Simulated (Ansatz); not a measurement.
## GaN (P6_3mc): band-edge transport data

Given:

```
CELL_PARAMETERS angstrom
      3.32559     0.00000     0.00000
     -1.66279     2.88004     0.00000
      0.00000     0.00000     5.07376
ATOMIC_POSITIONS crystal
  Ga 0.33333 0.66667 0.99413
  Ga 0.66667 0.33333 0.49413
  N  0.33333 0.66667 0.38087
  N  0.66667 0.33333 0.88087
```

Level of theory: PBE with spin-orbit coupling, rigid bands (plane waves, PAW; Ansatz, an electronic-structure program). Condition of this run: biaxial stress in the c plane of -16 GPa (compression positive) (the target of the relaxation). Geometry: cell and atoms relaxed with PBEsol, then loaded as said.

```yaml
band_gap: 1.36 eV
electron conductivity mass (300 K, dilute): 0.152 (x), 0.152 (y), 0.147 (z) mₑ
hole conductivity mass (300 K, dilute): 1.76 (x), 1.76 (y), 0.28 (z) mₑ
effective density of states N_c (300 K): 1.4e18 cm⁻³
effective density of states N_v (300 K): 2.2e19 cm⁻³
density_of_states_mass_electrons: 0.146 mₑ
density_of_states_mass_holes: 0.91 mₑ
Seebeck coefficient, n-type 1e19 cm⁻³, 300 K: -90 μV/K
best n-type power factor at 300 K for τ = 10 fs (best axis; densities from 1e16 to 1e21 cm⁻³ tried, whether or not they can be reached): 1.47 μW/(cm·K²) at 3e18 cm⁻³
Seebeck coefficient, p-type 1e19 cm⁻³, 300 K: 295 μV/K
best p-type power factor at 300 K for τ = 10 fs (best axis; densities from 1e16 to 1e21 cm⁻³ tried, whether or not they can be reached): 8.1 μW/(cm·K²) at 3e19 cm⁻³
```

Rigid bands; masses and Seebeck coefficients take one relaxation time τ for all states and one kind of carrier; polarons and phonon drag are left out. Geometry: cell and atoms relaxed with PBEsol.
